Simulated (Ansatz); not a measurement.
Ansatz (a program for electronic structure) run on BeAu2 (I4/mmm, 3 atoms in the cell): zone-centre phonon calculation.

Method of the run: LDA (PW92), default PAW files made with PBE (plane waves; Ansatz).

```yaml
crystal:
  lattice:
    - [-1.45205, 1.45205, 5.02450]
    - [1.45205, -1.45205, 5.02450]
    - [1.45205, 1.45205, -5.02450]
  atoms:
    - { symbol: Be, position: [0.00000, 0.00000, 0.00000] }
    - { symbol: Au, position: [0.35823, 0.35823, 0.00000] }
    - { symbol: Au, position: [0.64177, 0.64177, 0.00000] }
```

Reference input (self-consistent single point, DFT, LDA (PW92), plane waves, default PAW files made with PBE): basis.ecutwfc = 420 eV; kpoints.mp_grid.grid = 16 16 16; hamiltonian.xc = lda; hamiltonian.pseudopotentials = {kind: paw} (the program's default PAW files); scf.occupations.method = fermi_dirac; scf.occupations.width = 0.1 eV. This run's input differs from it in these lines:

Ansatz 0.2 input:
```diff
@@ -14,3 +14,3 @@
   mp_grid:
-    grid: [16, 16, 16]
+    grid: [12, 12, 12]
 hamiltonian:
@@ -23,6 +23,5 @@
     width: 0.1
-output:
-  forces: true
-  eigenvalues: true
-  stress: true
+phonons:
+  method: dfpt
+  qmesh: [1, 1, 1]
```

Log, with long lists cut:

```
SCF iter   1: F=—  HF=-25818.678790 eV  |F-HF|=—  |Δ(HF+E_count)|=         —  Δρ=6.14e-3  dr2=1.41e-2  ethr=1.77e-3  ⟨swp⟩=5.3  Hψ=28529  notcnv=0
all-band conjugate gradients solve this SCF's bands
preconditioner: auto → Kerker (q_TF=auto, 2.702 Å⁻¹)
SCF iter   2: F=—  HF=-25818.677158 eV  |F-HF|=—  |Δ(HF+E_count)|=   1.63e-3  Δρ=3.56e-3  dr2=5.72e-3  ethr=3.52e-5  ⟨swp⟩=1.0  Hψ=8973  notcnv=0
   [... lines left out ...]
SCF iter   7: F=—  HF=-25818.675642 eV  |F-HF|=—  |Δ(HF+E_count)|=   7.58e-8  Δρ=3.87e-6  dr2=5.44e-9  ethr=7.90e-10  ⟨swp⟩=2.1  Hψ=9936  notcnv=0
SCF iter   8: F=—  HF=-25818.675642 eV  |F-HF|=—  |Δ(HF+E_count)|=   1.48e-9  Δρ=6.80e-7  dr2=4.90e-10  ethr=1.36e-11  ⟨swp⟩=2.1  Hψ=10981  notcnv=0
SCF iter   9: F=—  HF=-25818.675642 eV  |F-HF|=—  |Δ(HF+E_count)|=  1.24e-10  Δρ=1.37e-7  dr2=1.03e-11  ethr=1.22e-12  ⟨swp⟩=2.1  Hψ=9816  notcnv=0
SCF iter  10: F=-25818.675642 eV  HF=-25818.675642 eV  |F-HF|=7.28e-12  |Δ(HF+E_count)|=  3.64e-12  Δρ=2.01e-8  dr2=1.60e-13  ethr=1.00e-12  ⟨swp⟩=5.0  Hψ=26271  notcnv=0
SCF 1 converged in 10 iterations: F = -25818.675642 eV  dr2 = 1.60e-13
DFPT response loops at Γ: preconditioner auto → Kerker (q_TF=auto, 2.702 Å⁻¹) (partly filled bands, converged f_vac=0.000) …
   [... lines left out ...]
WARN: on the 22×22×30 q-mesh 3 entries of the irreducible table, 2.066e-4 modes per cell, the lowest at 0.00 cm⁻¹, stand at or below zero and are read as no …
Free energy (F): -25818.675642 eV
Fermi energy:    18.298143 eV
   [... lines left out ...]
  largest difference from the sums on the solved wave vectors: F 7.59e-1 eV, S 1.02e-3 and C_V 2.58e-4 eV/K
  zero-point energy: 0.078927 eV/cell   skipped modes (ω ≤ 0): 6, of them read as no rigid motion or as one in doubt …
```

The run converged in 10 iterations. 

Summary of the result:
Free energy E − TS (on the zero of these files): -25818.6756 eV
Fermi level (on the code's own zero): 18.30 eV
Zone-centre frequencies (cm⁻¹; negative means imaginary): 0, 0, 0, 48, 48, 133, 297, 297, 341

The starting cell comes from a database of computed structures (which also holds hypothetical and non-ambient phases and stackings), without a prior relaxation at this level. Its lattice was rescaled by up to half a per cent.

Cost on one core of a shared machine: roughly 4 min.
